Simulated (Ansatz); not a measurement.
# Resistivity and coupling across 8 crystals of space group Fm-3m

All by LDA, DFPT electron-phonon coupling, linearised Boltzmann equation (Ansatz, a quantum-chemistry and plane-wave program); geometry: relaxed with this functional, without spin-orbit coupling.

```
Metal   λ_tr  ħω_p (eV)  2π λ_tr k_BT/(ħ ε₀ ω_p²) (μΩ·cm)  Boltzmann ρ at 300 K
-----  -----  ---------  --------------------------------  --------------------
Ag     0.118       9.36                              1.62            1.56 μΩ·cm
Cu     0.126       9.30                              1.76            1.60 μΩ·cm
Au     0.167       9.04                               2.5             2.3 μΩ·cm
Al     0.342      12.52                               2.6             2.4 μΩ·cm
Rh     0.394      10.35                               4.4             4.0 μΩ·cm
Ir     0.446      10.90                               4.5             4.2 μΩ·cm
Pt     0.542       9.20                               7.7             7.1 μΩ·cm
Pb     0.920       9.69                              11.8            11.2 μΩ·cm
```

**Question.** How well does the high-temperature formula give the resistivity, and how does the resistivity go with each factor?

**Answer.** The Boltzmann value is 0.92 times the estimate in the median (0.90 to 0.96). The resistivity follows λ_tr closely (rank correlation 1.00) and the plasma energy weakly at most (0.21). Ratios under 1 arise where phonon energies aren't small against k_BT and because the solution lets the distribution adjust. Lowest: Ag (Fm-3m); highest: Pb (Fm-3m).

Metals; harmonic phonons alone scatter; means over directions. Halving the electron mesh moves these values by up to 6 %; q meshes are mostly untested. Some of the runs warned that the eigensolver left states short of its tolerance. Spin-orbit coupling is left out.

The missing spin-orbit coupling matters most for Au (Fm-3m), Ir (Fm-3m), Pb (Fm-3m), Pt (Fm-3m).
